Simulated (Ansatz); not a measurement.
**Several settings converged on Te (C2/m, 3 atoms in the cell)**

```yaml
crystal:
  lattice:
    - [3.80119, -2.13746, 0.00000]
    - [3.80119, 2.13746, 0.00000]
    - [-0.09382, 0.00000, 5.94621]
  atoms:
    - { symbol: Te, position: [0.69055, 0.69055, 0.66119] }
    - { symbol: Te, position: [0.30945, 0.30945, 0.33881] }
    - { symbol: Te, position: [0.00000, 0.00000, 0.00000] }
```

Base method: LDA (PW92), default PAW files made with PBE (plane waves; Ansatz, a program for electronic structure).

Base settings: basis.ecutwfc = 30.9 Ry; kpoints.mp_grid.grid = 8 8 5; hamiltonian.xc = lda; hamiltonian.pseudopotentials = {kind: paw} (the program's default PAW files); scf.occupations.method = fermi_dirac; scf.occupations.width = 0.0073 Ry.

**Zone-centre phonons against the cutoff**

In this ladder: phonons.method = dfpt.

The mesh stays at the base's, so the ladder's end is converged at best in this setting alone.

Frequencies are those of the unrelaxed cell, without the LO-TO term of polar crystals.

Only quantities that move along the ladder and can be compared are tabulated.

```csv
basis.ecutwfc,highest zone-centre frequency (cm⁻¹),lowest optical frequency (cm⁻¹)
15.4 Ry,87.7,-17.2
21.7 Ry,113.2,56.2
30.9 Ry,112.5,57.2
46.3 Ry,112.5,57.3
```

Coarsest basis.ecutwfc that holds the lowest optical frequency within 5 cm⁻¹ of the last step, with all finer ones: 21.7 Ry; the step before is off by 74 cm⁻¹.

Coarsest basis.ecutwfc that holds the highest zone-centre frequency within 10 cm⁻¹ of the last step, with all finer ones: 21.7 Ry; the step before is off by 25 cm⁻¹.

**Zone-centre phonons against the mesh**

In this ladder: phonons.method = dfpt.

Frequencies are those of the unrelaxed cell, without the LO-TO term of polar crystals.

Only quantities that move along the ladder and can be compared are tabulated.

| kpoints.mp_grid.grid | highest zone-centre frequency (cm⁻¹) | lowest optical frequency (cm⁻¹) |
|---|---|---|
| 3 3 2 | 61.3 | 33.3 |
| 5 5 3 | 106.9 | 59.2 |
| 7 7 5 | 110.2 | 58.1 |
| 16 16 10 | 113.8 | 59.3 |

Coarsest kpoints.mp_grid.grid that holds the lowest optical frequency within 10 cm⁻¹ of the last step, with all finer ones: 5 5 3; the step before is off by 26 cm⁻¹.

State of the highest zone-centre frequency at the end of the ladder: still drifting one way, by 6.9 cm⁻¹ over the last two steps, so the last step is no safe reference.

On the base run: the starting cell comes from a database of computed structures (which also holds hypothetical and non-ambient phases and stackings), without a prior relaxation at this level. Its lattice was rescaled by up to half a per cent.

Keys are those of Ansatz 0.2.
